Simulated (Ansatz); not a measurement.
## TiB2, response to strain

Take TiB2 (space group P6/mmm, No. 191) as the base.

```
TiB2
1.0
    3.01738     0.00000     0.00000
   -1.50869     2.61313     0.00000
    0.00000     0.00000     3.18507
Ti B
1 2
Cartesian
  0.00000   0.00000   0.00000
  1.50869   0.87104   1.59254
  0.00000   1.74209   1.59254
```

Cartesian axes are those of the cell as printed.

Strains are applied to the cell and any free atomic positions relax.

All numbers come from DFT with PBEsol, PAW potentials and a 420 eV plane-wave cutoff in Ansatz (a program for electronic structure), spin-orbit coupling left out.

Notes on the quantities. pressure: mean of the normal stresses, compression positive; energy relative to the base: free energy F.

```
change                          pressure  volume per atom  energy relative to the base
------------------------------  --------  ---------------  ---------------------------
base                             0.0 GPa          8.37 Å³                   0 meV/atom
uniaxial strain ε_xx = −3.00 %   9.4 GPa          8.12 Å³                 +17 meV/atom
uniaxial strain ε_xx = −2.50 %   7.7 GPa          8.16 Å³                 +12 meV/atom
uniaxial strain ε_xx = −1.50 %       ___          8.25 Å³                          ___
uniaxial strain ε_xx = −1.00 %   3.0 GPa          8.29 Å³                +1.8 meV/atom
uniaxial strain ε_xx = −0.50 %   1.5 GPa          8.33 Å³                +0.4 meV/atom
uniaxial strain ε_xx = +0.50 %  -1.4 GPa          8.41 Å³                +0.4 meV/atom
uniaxial strain ε_xx = +1.00 %  -2.8 GPa          8.45 Å³                +1.7 meV/atom
uniaxial strain ε_xx = +1.50 %  -4.1 GPa          8.50 Å³                +3.9 meV/atom
uniaxial strain ε_xx = +2.00 %  -5.4 GPa          8.54 Å³                +6.8 meV/atom
```

Task: Some entries are withheld; estimate them.

Result: 
- uniaxial strain ε_xx = −1.50 %, pressure: 4.5 GPa
- uniaxial strain ε_xx = −1.50 %, energy relative to the base: +4.1 meV/atom

The mesh was chosen for an insulator and is coarse for the gapless case. Without a gap, meshes like the base's 13×13×10 leave anisotropic stresses uncertain by several tenths of a GPa, and small strain energies with them. Stability against distortions was not tested. The final runs are not spin-polarised.
